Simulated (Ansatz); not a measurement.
Take Na in the bcc (W type) structure (space group Im-3m, No. 229; a = 4.2260 Å; relaxed with 0.1 eV smearing) as the base. Axes: x, y, z lie along the cube axes.

All numbers come from r2SCAN (Ansatz, a quantum-chemistry and plane-wave program, PAW, spin-orbit coupling left out), earlier PAW set.

For the base:

```
Property                         Value
-----------------------------  -------
Pressure                       0.0 GPa
Shortest interatomic distance  3.660 Å
```

Perturbation: uniaxial strain ε_yy = +3.46 %, all other strain components held at zero, atoms relaxed at fixed cell.

Task: How does this affect the energy relative to the base, pressure and shortest interatomic distance?

Result: The energy goes up by 1.1 meV/atom; the pressure (mean of the normal stresses, compression positive) goes from zero to -0.2 GPa; the shortest interatomic distance increases by 0.043 Å, from 3.660 Å to 3.703 Å.

Whether these cells are dynamically stable was not tested.
